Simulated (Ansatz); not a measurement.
We consider C (model structure, Cmmm, No. 65, 8 atoms in the cell), described by r²SCAN+rVV10 (Ansatz, a quantum-chemistry and plane-wave program, plane waves, PAW).

Settings: plane-wave cutoff 560 eV, 10×10×14 k mesh (along the axes of the cell as run), Fermi–Dirac smearing 0.01 eV, scalar-relativistic PAW data made under PBE.

Computed at the level's own relaxed cell.

```
C
1.0
    2.11891    -4.36605     0.00000
    2.11891     4.36605     0.00000
    0.00000     0.00000     2.50300
C
8
Cartesian
  1.33674  -0.77900   0.00000
  2.90108   0.77900   0.00000
  1.33674   0.77900   0.00000
  2.90108  -0.77900   0.00000
  0.78474   1.45464   1.25150
  3.45308  -1.45464   1.25150
  0.78474  -1.45464   1.25150
  3.45308   1.45464   1.25150
```

### Question
List the 22 lowest band energies at Γ above −25 eV (eV, relative to the valence band maximum), grouping those that round alike.

### Answer
At Γ: -22.84, -17.47, -16.16, -16.02, -15.43, -12.85, -11.37, -6.73, -4.73, -4.66, -4.09, -3.37, -2.25, -2.10, -1.93, -1.27, 4.86, 5.15, 5.34, 5.54, 8.52, 9.25.

Note: the relaxation could raise the start's symmetry but not lower it, so the cell can be a saddle point.

A model structure was made by putting elements into a prototype or built by hand; it is no filed structure, need not be a known phase, and can be a saddle point held by its symmetry.
